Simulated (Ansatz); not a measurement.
## SiO$_{2}$ in the CdI2 type structure (space group P-3m1, No. 164; a hypothetical phase, not in the database extracts checked; layered, stacked along the Cartesian z axis)

```
SiO2
1.0
    2.67002     0.00000     0.00000
   -1.33501     2.31230     0.00000
    0.00000     0.00000     4.54127
Si O
1 2
Direct
  0.00000   0.00000   0.00000
  0.66667   0.33333   0.19877
  0.33333   0.66667   0.80123
```

Computed with Kohn–Sham DFT with the r2SCAN+rVV10 functional, run in Ansatz (an electronic-structure program) with PAW and 500 eV plane waves, no spin-orbit coupling, earlier PAW set. Γ-centred 14×14×7 mesh, Fermi–Dirac width 0.05 eV.

The volume per atom is 9.35 Å³ and the density is 3.56 g/cm³. The band gap is 7.22 eV, indirect, K–Γ (67 % along) → Γ, the electron mass comes out as 0.71 mₑ along c, 0.38 mₑ across and the lowest conduction-band minima above the VBM comes out as Γ 7.22 eV. The total energy comes out as -592.707 eV/atom (σ→0; compares only within this code and set-up).

Masses are band curvatures over ±0.01 Å⁻¹ around the edge. Semilocal Kohn–Sham gaps tend to fall short of experiment. Stability against distortions was not tested.
